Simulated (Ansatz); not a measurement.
# Zr: element substitutions

Start from Zr (space group P6/mmm, No. 191; a cell from a computed database, its experimental status unchecked).

```
Zr
1.0
    4.97268     0.00000     0.00000
   -2.48634     4.30647     0.00000
    0.00000     0.00000     3.11060
Zr
3
Direct
  0.00000   0.00000   0.50000
  0.33333   0.66667   0.00000
  0.66667   0.33333   0.00000
```

Each row replaces one element on all its sites; cell and atoms are relaxed.

All numbers come from PBEsol in Ansatz (plane waves to 420 eV, PAW, no spin-orbit coupling).

```csv
case,c/a ratio,lattice parameter a
base,0.626,4.973 Å
Zr → Mo,0.548,4.621 Å
Zr → Nb,0.549,4.829 Å
Zr → Hf,0.622,4.919 Å
```

Stability against distortions was not tested. As relaxed here, Mo and Nb are hypothetical phases, not in the database extracts checked. For Hf in this form, whether it has been made was not checked. The base started in Ibam and relaxed to P6/mmm at this level. The final runs are not spin-polarised. This is not the structure that Zr has at room temperature and ambient pressure. This is not the structure that Hf has at room temperature and ambient pressure.

Ansatz is an electronic-structure program.
